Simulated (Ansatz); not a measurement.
## MgS, pressure series

Take MgS in the rock salt structure (space group Fm-3m, No. 225; a = 5.230 Å) as the base.

Cell and atoms are relaxed at each pressure.

Computed with plane-wave PAW DFT at the PBE level (Ansatz, an electronic-structure program, 420 eV), no spin-orbit coupling, earlier PAW set.

Candidates:
(a) pressure 5 GPa
(b) pressure 1.5 GPa
(c) pressure 3 GPa
(d) pressure 7.5 GPa
(e) pressure 0.7 GPa

For the base:

| Property | Value |
|---|---|
| Band gap | 2.76 eV |

**Question.** Order them by band gap, highest first.

**Answer.** (d) pressure 7.5 GPa (2.94 eV), (a) pressure 5 GPa (2.88 eV), (c) pressure 3 GPa (2.84 eV), (b) pressure 1.5 GPa (2.80 eV), (e) pressure 0.7 GPa (2.78 eV)

Load acts through the strain it causes; cell and atoms are relaxed under it. Whether these cells are dynamically stable was not tested. No other phases were tried under pressure.
